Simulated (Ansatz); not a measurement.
For Au (Im-3m, No. 229, 1 atoms in the cell; start mp-2647062; another form than the element's usual one), LDA (plane waves, PAW; Ansatz, a quantum-chemistry and plane-wave program) gives:

| Quantity | Value |
|---|---|
| lattice constant a | 3.215 Å |
| bulk modulus | 193 GPa |
| cohesive energy | 4.31 eV/atom |

What does r²SCAN (plane waves, PAW; Ansatz) give for the same quantities?


- lattice constant a: 3.277 Å (increases by 1.9 %)
- bulk modulus: 153 GPa (falls by 21 %)
- cohesive energy: 3.41 eV/atom (shrinks by 0.90 eV/atom)

Changes are worked out from the printed values.

Unless a cell is named, each level is at its own relaxed cell (LDA 16.61, r²SCAN 17.59 Å³/atom).

Levels without +SOC leave out spin–orbit coupling, which shifts energies and cells of such heavy elements.

Caveats: the bulk modulus is −V dP/dV from two relaxed cells at ±2 % in volume (LDA, r²SCAN); the relaxation could not lower the start's symmetry, so the cell can be a saddle point above a distorted one (LDA, r²SCAN). Ansatz's density-functional and Hartree–Fock values are scalar-relativistic unless marked +SOC, with PAW data made under PBE.

A start named mp-… is a Materials Project structure, which need not be a measured phase.
